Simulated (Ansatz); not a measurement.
**CsBr: pressure series**

Consider CsBr in the CsCl type structure (space group Pm-3m, No. 221; a = 4.2420 Å).

Cell and atoms are relaxed at each pressure.

Level of theory: Kohn–Sham DFT with the PBEsol functional, run in Ansatz (a quantum-chemistry and plane-wave program) with PAW and 420 eV plane waves, without spin-orbit coupling.

Two rows of this table had their results exchanged by mistake.

```tsv
pressure	volume per atom (Å³)	shortest distance (Å)	band gap
pressure −2 GPa	30.10	3.394	4.19 eV
pressure −1 GPa	41.24	3.770	4.16 eV
pressure 3 GPa	33.40	3.514	4.50 eV
pressure 7 GPa	48.30	3.974	3.68 eV
pressure 15 GPa	26.49	3.253	3.67 eV
pressure 30 GPa	22.94	3.100	2.86 eV
pressure 50 GPa	20.32	2.978	1.97 eV
pressure 75 GPa	18.30	2.875	1.02 eV
pressure 100 GPa	16.90	2.800	0.19 eV
```

### Question
Which two?

### Answer
The rows for pressure −2 GPa and pressure 7 GPa: the volume has to fall steadily with pressure, so 48.30 Å³ belongs to pressure −2 GPa and 30.10 Å³ to pressure 7 GPa.

Load acts through the strain it causes; cell and atoms are relaxed under it. Whether these cells are dynamically stable was not tested. No other phases were tried under pressure. The zero or small gap of CsBr under pressure 100 GPa can change with the level of theory.
